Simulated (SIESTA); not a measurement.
```xyz
4
Lattice="4.2423 0.0000 0.0000 0.0000 4.2423 0.0000 0.0000 0.0000 4.2423" Properties=species:S:1:pos:R:3 pbc="T T T"
Hf     0.0000     2.1211     2.1211
Hf     2.1211     0.0000     2.1211
Hf     2.1211     2.1211     0.0000
Co     0.0000     0.0000     0.0000
```
Moments meant for the start (each program seeds them in its own way; μB, in the order of the atoms Hf Hf Hf Co): 0.0 0.0 0.0 3.0.

Level of theory: GGA PBEsol, numerical atomic orbitals TZP, PseudoDojo PBEsol standard norm-conserving potentials (rewritten from UPF to PSML) (SIESTA 5.4.2).

The set-up and first iterations of a SIESTA log for Hf3Co (Pm-3m, 4 atoms in the cell):

```
reinit: Reading from file input.fdf

reinit: System Name: Hf3Co
reinit: System Label: siesta

NOTE on units for spin output:
{S} is the spin magnetic moment, in units of the Bohr magneton,
assuming a g-factor for the electron spin of exactly 2.
The spin magnetic moment is then numerically equal to the charge inbalance,
in units of electrons, between the spin-up and -down channels.

coor:   Atomic-coordinates input format  =     Cartesian coordinates
coor:                                          (in units of alat)

siesta: Atomic coordinates (Bohr) and species
siesta:      0.00000   4.00836   4.00836  1        1
siesta:      4.00836   0.00000   4.00836  1        2
siesta:      4.00836   4.00836   0.00000  1        3
siesta:      0.00000   0.00000   0.00000  2        4

siesta: System type = bulk

initatomlists: Number of atoms, orbitals, and projectors:      4   100   114

   [... lines left out ...]
diag: Parallel block-size                           = 64
diag: Parallel distribution                         =     1 x     1
diag: Used triangular part                          = Lower
diag: Absolute tolerance                            =  0.100E-15
diag: Orthogonalization factor                      =  0.100E-05
diag: Memory factor                                 =  1.0000

superc: Internal auxiliary supercell:     5 x     5 x     5  =     125
superc: Number of atoms, orbitals, and projectors:    500  12500  14250

                        Single-point calculation

superc: Internal auxiliary supercell:     5 x     5 x     5  =     125
superc: Number of atoms, orbitals, and projectors:    500  12500  14250

outcell: Unit cell vectors (Ang):
        4.242270    0.000000    0.000000
        0.000000    4.242270    0.000000
        0.000000    0.000000    4.242270

outcell: Cell vector modules (Ang)   :    4.242270    4.242270    4.242270
outcell: Cell angles (23,13,12) (deg):     90.0000     90.0000     90.0000
outcell: Cell volume (Ang**3)        :     76.3475
new_DM -- step:     1
Initializing Density Matrix...

Attempting to read DM from file... Failed...
DM filled with atomic data (user-defined):

InitMesh: MESH = 48 x 48 x 48 = 110592
InitMesh: Mesh cutoff (required, used) =   350.000   353.824 Ry

stepf: Methfessel-Paxton step function
       Using Hermite-Gauss polynomials of order  0
        iscf     Eharris(eV)        E_KS(eV)     FreeEng(eV)     dDmax    Ef(eV) dHmax(eV)
   scf:    1    -8606.059624    -8710.181798    -8710.199724  0.749731 -2.740429 47.767534
     spin moment: {S} , |S| = {        0.0        0.0    3.19550 }     3.19550
   scf:    2    -8640.491064    -8735.554782    -8735.581832  0.688761 -3.557558 28.735718
     spin moment: {S} , |S| = {        0.0        0.0    0.83982 }     0.83982
   scf:    3    -8761.236686    -8755.881817    -8755.913609  0.207102 -3.459231  4.461413
     spin moment: {S} , |S| = {        0.0        0.0    1.80506 }     1.80506
   scf:    4    -8673.702692    -8730.820240    -8730.861282  0.451276 -3.681628 33.187015
     spin moment: {S} , |S| = {        0.0        0.0    3.02882 }     3.02882
   scf:    5    -8758.133670    -8745.971648    -8746.016789  0.101748 -3.754583 21.586542
     spin moment: {S} , |S| = {        0.0        0.0    2.55891 }     2.55891
   scf:    6    -8758.818724    -8757.347557    -8757.376365  0.250356 -3.950067  0.933431
     spin moment: {S} , |S| = {        0.0        0.0    1.74420 }     1.74420
   scf:    7    -8735.649017    -8750.340538    -8750.369422  0.162502 -4.085168 18.911678
     spin moment: {S} , |S| = {        0.0        0.0    1.25522 }     1.25522
   scf:    8    -8759.457249    -8755.734716    -8755.765318  0.052784 -3.986929  9.529587
     spin moment: {S} , |S| = {        0.0        0.0    1.34895 }     1.34895
   [... lines left out ...]
```

### Question
How does the run end?

### Answer
The run converged in 89 iterations. Convergence of the loop says nothing yet on basis, mesh or lower states. It ends on: free energy E − TS -8757.7376 eV; Fermi level (on the code's own zero) -3.96 eV; pressure -8.06 GPa; size of the cell's spin moment 0.00 μB. The log goes on:

```
     spin moment: {S} , |S| = {        0.0        0.0    0.58783 }     0.58783
   scf:   61    -8757.743824    -8757.703727    -8757.737063  0.034950 -3.959583  0.054906
   [... lines left out ...]
   scf:   86    -8757.704633    -8757.704632    -8757.737570  0.000061 -3.959734  0.000600
     spin moment: {S} , |S| = {        0.0        0.0    0.00315 }     0.00315
   scf:   87    -8757.704633    -8757.704632    -8757.737570  0.000043 -3.959736  0.000282
     spin moment: {S} , |S| = {        0.0        0.0    0.00267 }     0.00267
   scf:   88    -8757.704634    -8757.704633    -8757.737571  0.000198 -3.959748  0.000167
     spin moment: {S} , |S| = {        0.0        0.0    0.00031 }     0.00031
   scf:   89    -8757.704633    -8757.704633    -8757.737571  0.000004 -3.959748  0.000128
     spin moment: {S} , |S| = {        0.0        0.0    0.00026 }     0.00026
SCF Convergence by DM+H criterion
max |DM_out - DM_in|         :     0.0000041117
max |H_out - H_in|      (eV) :     0.0001282466
SCF cycle converged after 89 iterations

Using DM_out to compute the final energy and forces

siesta: E_KS(eV) =            -8757.7046

siesta: E_KS - E_eggbox =     -8757.7046

siesta: Atomic forces (eV/Ang):
     1   -0.000000   -0.000000    0.000000
     2    0.000000   -0.000000   -0.000000
     3    0.000000    0.000000    0.000000
     4    0.000000    0.000000   -0.000000
   Tot    0.000000   -0.000000   -0.000000
   Max    0.000000
   Res    0.000000    sqrt( Sum f_i^2 / 3N )
   Max    0.000000    constrained

Stress tensor Voigt[x,y,z,yz,xz,xy] (kbar):       80.60       80.60       80.60       -0.00       -0.00        0.00
(Free)E + p*V (eV/cell)    -8761.5782
Target enthalpy (eV/cell)    -8757.7376

siesta: Program's energy decomposition (eV):
siesta: FreeEng =     -8757.737571

siesta: Stress tensor (static) (eV/Ang**3):
   [... lines left out ...]
siesta: Cell volume =         76.347517 Ang**3
siesta:         -80.59649960        -80.59649960  kBar
   [... lines left out ...]
              0.101   0.101   0.682   0.682   0.706   0.682   0.706  -0.017

             -0.017  -0.015  -0.017  -0.015   0.065   0.065   0.027   0.065

              0.027

mulliken: Qtot =       26.500

Mulliken Atomic Populations:
Atom #   charge [q] valence [e]      Sz [e]  Species
     1    -0.172654   12.172654   -0.000082  Hf
     2    -0.172654   12.172654   -0.000082  Hf
     3    -0.172654   12.172654   -0.000082  Hf
     4     0.517961   16.482039    0.000508  Co
 Total    -0.000000                0.000261
```

For comparison: a first run (DFT, LDA PW92, numerical atomic orbitals TZP, PseudoDojo LDA standard norm-conserving potentials (rewritten from UPF to PSML)) was changed to give this one (XC.functional: LDA → GGA; XC.authors: PW92 → PBEsol; pseudopotentials: PseudoDojo LDA standard → PseudoDojo PBEsol standard), and from it to this one the pressure goes from -13.36 to -8.06 GPa.

The starting cell comes from a database of computed structures (which also holds hypothetical and non-ambient phases and stackings), without a prior relaxation at this level. The starting moments vanished: the run ended non-magnetic, which need not be the lowest state. Values carry the incompleteness of an atom-centred basis. With a pressure of about -8 GPa the cell is away from its equilibrium volume at this level.

The run was DFT, GGA PBEsol, numerical atomic orbitals TZP, PseudoDojo PBEsol standard norm-conserving potentials (rewritten from UPF to PSML). Main settings of its input:

```
key                                                   value
---------------------  ------------------------------------
XC.functional                                           GGA
XC.authors                                           PBEsol
potentials                       PseudoDojo PBEsol standard
PAO.BasisSize                                           TZP
PAO.EnergyShift                                     0.01 Ry
MeshCutoff                                           350 Ry
kgrid.MonkhorstPack                                   6 6 6
OccupationFunction                                       MP
OccupationMPOrder                                         0
ElectronicTemperature                               100 meV
Spin                                              polarized
DM.InitSpin            [1 +0.00, 2 +0.00, 3 +0.00, 4 +3.00]
```
